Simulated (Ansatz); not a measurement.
The reference is Ce in the fcc (Cu type) structure (space group Fm-3m, No. 225; a = 4.664 Å).

Computed with r2SCAN (Ansatz, a first-principles code, PAW, no SOC), earlier PAW set.

Before the change:

| Quantity | Result |
|---|---|
| Volume per atom | 25.37 Å³ |

The change: every Ce is replaced by Ti, then cell and atoms are relaxed.

Tabulated Pauling electronegativity and covalent radius: Ce 1.12, 2.04 Å; Ti 1.54, 1.60 Å.

Problem. Estimate the effect on the volume per atom.

Solution. The volume per atom shrinks by 8.00 Å³ to 17.37 Å³.

The 4f electrons are in the valence with no U and their state was not checked, so volumes and moments can be off. Stability against distortions was not tested. Starting moments died away, wholly or in part, for the base; another magnetic solution may exist. The final runs are not spin-polarised. This is not the structure that Ti has at room temperature and ambient pressure.
